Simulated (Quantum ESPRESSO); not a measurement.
Worked example: self-consistent single point of Cu (I4/mmm, 1 atom in the cell) in Quantum ESPRESSO.

Level of theory: LDA (PZ), PSlibrary PAW (LDA) pseudopotentials (plane waves; Quantum ESPRESSO).

```
CELL_PARAMETERS angstrom
      1.45508    -1.45508     1.36632
      1.45508     1.45508     1.36632
     -1.45508    -1.45508     1.36632
ATOMIC_POSITIONS crystal
  Cu 0.00000 0.00000 0.00000
```

Reference input (self-consistent single point, DFT, LDA (PZ), plane waves, PSlibrary PAW (LDA) pseudopotentials): ecutwfc = 55 Ry; ecutrho = 330 Ry; occupations = smearing; smearing = gaussian; degauss = 0.0073499 Ry; potentials = {Cu: Cu.pz-dn-kjpaw_psl.1.0.0.UPF}; K_POINTS = automatic 14 14 14 0 0 0; conv_thr = 1e-10 Ry; mixing_beta = 0.7. This run's input differs from it in these lines:

```diff
@@ -30,3 +30,3 @@
 K_POINTS automatic
-14 14 14  0 0 0
+14 14 14  1 1 1
```

Log, with long lists cut:

```
     Self-consistent Calculation

     iteration #  1     ecut=    55.00 Ry     beta= 0.70

---- Real-time Memory Report at c_bands before calling an iterative solver
            70 MiB given to the printing process from OS
            35 MiB allocation reported by mallinfo(arena+hblkhd)
------------------

     Threshold (ethr) on eigenvalues was too large:
     Diagonalizing with lowered threshold

---- Real-time Memory Report at c_bands before calling an iterative solver
            92 MiB given to the printing process from OS
            57 MiB allocation reported by mallinfo(arena+hblkhd)
------------------

   [... lines left out ...]

---- Real-time Memory Report at c_bands before calling an iterative solver
            94 MiB given to the printing process from OS
            59 MiB allocation reported by mallinfo(arena+hblkhd)
------------------

     total energy              =    -207.98010209 Ry
     estimated scf accuracy    <          1.7E-10 Ry

     iteration #  8     ecut=    55.00 Ry     beta= 0.70

---- Real-time Memory Report at c_bands before calling an iterative solver
            94 MiB given to the printing process from OS
            59 MiB allocation reported by mallinfo(arena+hblkhd)
------------------
     End of self-consistent calculation

     the Fermi energy is    12.5740 ev

!    total energy              =    -207.98010209 Ry
     estimated scf accuracy    <          2.2E-13 Ry
     smearing contrib. (-TS)   =      -0.00007384 Ry
     internal energy E=F+TS    =    -207.98002825 Ry

      -> PAW hartree energy AE =      98.59639905 Ry
      -> PAW hartree energy PS =     -97.84894070 Ry
      -> PAW xc energy AE      =    -129.71780588 Ry
      -> PAW xc energy PS      =      43.60048449 Ry
      -> total E_H with PAW    =      30.99586019 Ry
      -> total E_XC with PAW   =    -129.97150894 Ry

     convergence has been achieved in   8 iterations

     Forces acting on atoms (cartesian axes, Ry/au):

     atom    1 type  1   force =     0.00000000    0.00000000    0.00000000

     Total force =     0.000000     Total SCF correction =     0.000000

          total   stress  (Ry/bohr**3)                   (kbar)     P=      -95.66
  -0.00065339  -0.00000000   0.00000000          -96.12       -0.00        0.00
  -0.00000000  -0.00065339   0.00000000           -0.00      -96.12        0.00
   0.00000000   0.00000000  -0.00064410            0.00        0.00      -94.75

   JOB DONE.
```

The run converged in 8 iterations. Against the reference run the free energy drops by 12.2 meV/atom and the pressure stays near -9.57 GPa while the zz stress (positive for compression) goes from -10.14 to -9.48 GPa.

The starting cell comes from a database of computed structures (which also holds hypothetical and non-ambient phases and stackings), without a prior relaxation at this level. Its lattice was rescaled by up to half a per cent. Spin polarisation is off.

Cost on one core of a shared machine: roughly 30 s.
